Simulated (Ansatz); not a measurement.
The parent structure is HfC in the rock salt structure (space group Fm-3m, No. 225; a = 4.607 Å; relaxed with 0.1 eV smearing). Axes: x, y, z lie along the cube axes.

Level of theory: plane-wave PAW DFT at the PBEsol level (Ansatz, a quantum-chemistry and plane-wave program, 420 eV), no spin-orbit coupling.

Perturbation: the cell is compressed by 1.00 % along z with no lateral relaxation; the atoms relax in the strained cell.

Q: Predict the stress tensor and what it implies for the stiffness.

A: Stress of the strained cell less that of the base (GPa, compression positive):
```
    1.0     0.0     0.0
    0.0     1.0     0.0
    0.0     0.0     5.7
```

Then −Δσ_ii/ε with ε = -0.0100 gives relaxed-ion elastic constants: C33 ≈ 568 GPa, C13 ≈ 105 GPa and C23 ≈ 105 GPa.

Whether these cells are dynamically stable was not tested. The final runs are not spin-polarised.
